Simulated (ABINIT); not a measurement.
Input and output of a self-consistent single point for InBi (P4mm, 4 atoms in the cell) (ABINIT).

Method: LDA (PW92), PAW (JTH v2.0 LDA PAW) (plane waves; ABINIT 10.0.3).

```
CELL_PARAMETERS angstrom
      4.92555     0.00000     0.00000
      0.00000     4.92555     0.00000
      0.00000     0.00000     5.23795
ATOMIC_POSITIONS crystal
  In 0.50000 0.50000 0.00000
  In 0.00000 0.00000 0.00000
  Bi 0.50000 0.00000 0.36956
  Bi 0.00000 0.50000 0.63999
```

Reference input (self-consistent single point, DFT, LDA (PW92), plane waves, PAW (JTH v2.0 LDA PAW)): pseudos = [In.LDA_PW-JTH.xml, Bi.LDA_PW-JTH.xml]; ecut = 40 Ry; pawecutdg = 80 Ry; pawxcdev = 0; occopt = 7; tsmear = 0.00367493 Ha; ngkpt = 3 3 3; nshiftk = 1; shiftk = 0 0 0; potentials = JTH v2.0 LDA PAW; nband = 36; kptopt = 1. This run's input differs from it in these lines:

```diff
@@ -28,3 +28,3 @@
 nstep 60
-tolvrs 1.0e-12
+toldfe 3.7e-14
 prtwf 0
```

Output (repeated stretches shortened):

```
--- !BeginCycle
solver: {iscf: 17, nstep: 60, nline: 4, wfoptalg: 10, }
tolerances: {toldfe: 3.70E-14, }
...

     iter   Etot(hartree)      deltaE(h)  residm     nres2
 ETOT  1  -256.29112459810    -2.563E+02 1.790E+00 2.515E+01
 ETOT  2  -261.15804123973    -4.867E+00 8.379E-02 2.162E+01
 ETOT  3  -261.10501003387     5.303E-02 6.593E-02 5.181E+00
 ETOT  4  -261.08507171647     1.994E-02 1.231E-02 1.086E+00
 ETOT  5  -261.08006273789     5.009E-03 3.461E-03 1.224E-01
   [... 51 lines left out ...]
 ETOT 57  -261.07920290137    -5.684E-14 4.260E-07 1.881E-24
 ETOT 58  -261.07920290137     1.137E-13 3.355E-07 1.718E-24
 ETOT 59  -261.07920290137     0.000E+00 4.151E-07 2.615E-24
 ETOT 60  -261.07920290137    -2.842E-13 3.270E-07 2.455E-24

 Cartesian components of stress tensor (hartree/bohr^3)
  sigma(1 1)=  9.46812117E-05  sigma(3 2)=  0.00000000E+00
  sigma(2 2)=  9.46812117E-05  sigma(3 1)=  0.00000000E+00
  sigma(3 3)=  2.02071459E-04  sigma(2 1)=  0.00000000E+00
 scprqt:  WARNING -
  nstep=   60 was not enough SCF cycles to converge;
  maximum energy difference=  2.842E-13 exceeds toldfe=  3.700E-14

 ----iterations are completed or convergence reached----

 reduced coordinates (array xred) for    4 atoms
       0.500000000000      0.500000000000      0.000000000000
       0.000000000000      0.000000000000      0.000000000000
   [... lines left out ...]
 Fermi (or HOMO) energy (eV) =   5.26511   Average Vxc (eV)=  -9.51687
   [... lines left out ...]
 Eigenvalues (   eV  ) for nkpt=   6  k points:
 prteigrs : prtvol=0 or 1, do not print more k-points.

--- !EnergyTerms
kinetic             :  3.74000962335464E+01
hartree             :  8.01786151663211E+01
xc                  : -2.00017050999832E+01
Ewald energy        : -1.86226381473191E+02
psp_core            :  6.68314016529335E+00
local_psp           : -2.41487125470568E+02
internal            : -2.61078279876613E+02
'-kT*entropy'       : -9.23024773452121E-04
total_energy        : -2.61079202901386E+02
total_energy_eV     : -7.10432640801245E+03
...

-Cartesian components of stress tensor (GPa)         [Pressure= -3.8388E+00 GPa]
- sigma(1 1)=  2.78561695E+00  sigma(3 2)=  0.00000000E+00
- sigma(2 2)=  2.78561695E+00  sigma(3 1)=  0.00000000E+00
- sigma(3 3)=  5.94514658E+00  sigma(2 1)=  0.00000000E+00

 Calculation completed.
```

The run ended unconverged after 60 iterations. 

The starting cell comes from a database of computed structures (which also holds hypothetical and non-ambient phases and stackings), without a prior relaxation at this level. Its lattice was rescaled by up to half a per cent. One atom was moved a little off its site on purpose.

Cost on one core of a shared machine: roughly 2 min.
